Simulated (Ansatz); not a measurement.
Consider B-vacancy pair (B on one host Si site, one Si site vacant) in silicon, charge state +1. All values below come from PBE, PAW (plane waves to 420 eV; Ansatz, an electronic-structure program).

Settings: 64 host sites, the relaxed PBE lattice, a 2×2×2 k-point mesh shifted by half a step, smearing 0.01 eV, spin-restricted, no image-charge correction. Static, classical nuclei. The charge state is imposed; whether it is stable for some Fermi level was not computed. Forms of the defect that were not tried may lie lower.

Barriers: single points on a 3×3×3 k-point mesh shifted by half a step at the bands' geometries.

The step: the B atom itself jumps into the vacancy (B-vacancy distance between ideal sites 2.37 Å throughout). Atoms about the jump, Cartesian Å from the middle of the jump, before and after:

| atom | x0 | y0 | z0 | x1 | y1 | z1 |
|---|---|---|---|---|---|---|
| B1 | -1.00 | 1.00 | 1.00 | 1.00 | -1.00 | -1.00 |
| Si2 | 2.08 | 0.64 | -2.08 | 1.96 | 0.53 | -1.96 |
| Si3 | -1.96 | 1.96 | -0.53 | -2.09 | 2.09 | -0.65 |
| Si4 | -0.65 | -2.09 | -2.09 | -0.53 | -1.96 | -1.96 |
| Si5 | 0.53 | 1.96 | 1.96 | 0.64 | 2.08 | 2.08 |

Q: Where do these atoms stand at the saddle point, and how high is it?

A: 
```tsv
atom	x	y	z
B1	0.00	0.54	-0.54
Si2	1.73	0.81	-1.79
Si3	-1.73	1.79	-0.81
Si4	-0.60	-1.69	-1.75
Si5	0.60	1.75	1.70
```
It lies 2.38 eV above the start and 2.38 eV above the end. The saddle point's order was not checked, and it lies on a symmetry element of the cell, where a band can be held. Symmetry-equivalent saddle points exist between the same ends.
